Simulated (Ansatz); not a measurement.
## LuSi (Cmcm, No. 63; cell taken from a computed entry)

Computed with r²SCAN-D4 (Ansatz, a first-principles code, PAW).

Settings: plane-wave cutoff 500 eV, 10×10×10 k mesh, Fermi–Dirac smearing 0.05 eV, scalar-relativistic PAW data made under PBE.

Cell (relaxed at this level):

```cif
data_Lu2Si2
_chemical_formula_sum 'Lu2 Si2'
_space_group_name_H-M_alt 'P 1'
_space_group_IT_number 1
_cell_length_a 5.50393
_cell_length_b 5.50393
_cell_length_c 3.73652
_cell_angle_alpha 90.000
_cell_angle_beta 90.000
_cell_angle_gamma 135.979
loop_
_space_group_symop_operation_xyz
  'x, y, z'
loop_
_atom_site_label
_atom_site_type_symbol
_atom_site_fract_x
_atom_site_fract_y
_atom_site_fract_z
_atom_site_occupancy
Lu1 Lu 0.85950 0.14050 0.25000 1
Lu2 Lu 0.14050 0.85950 0.75000 1
Si1 Si 0.57871 0.42129 0.25000 1
Si2 Si 0.42129 0.57871 0.75000 1
```

```
Property         Result
--------  -------------
band gap  zero (no gap)
```

Note: the relaxation could not lower the start's symmetry, so the cell can be a saddle point above a distorted one.

Spin–orbit coupling is not included.
